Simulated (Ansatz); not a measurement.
**CrPdO2, response to strain**

The parent structure is CrPdO2 (space group R-3m, No. 166; a = 2.9158 Å, c = 17.9489 Å (hexagonal axes); ferromagnetic; a model cell, its experimental status unchecked; relaxed with 0.1 eV smearing).

Strains are applied to the cell and any free atomic positions relax.

The values are results of PBEsol, PAW, 420 eV (Ansatz, an electronic-structure program; no SOC), not measurements.

Notes on the quantities. energy relative to the base: free energy F.

```tsv
isotropic strain (%)	energy relative to the base (meV/atom)
-2.7	51.6
-2.22	34.3
0	0.0
1.75	18.3
2.24	?
5.67	165.2
```

Q: Fit ΔE = Aε² + Bε³ (ε in %) to the rows shown and predict the withheld row.

A: Least squares on the printed values gives A = 6.45 and B = -0.23 meV/atom (largest residual 0.2 meV/atom); this predicts 29.8 meV/atom, and the run gives 29.4 meV/atom, 0.4 lower.

Stability against distortions was not tested. No Hubbard U is applied and the magnetic state is the run's own (CrPdO2 ferromagnetic); small cells can't hold the antiferromagnetic order that many such compounds have, so gaps and moments can be off.
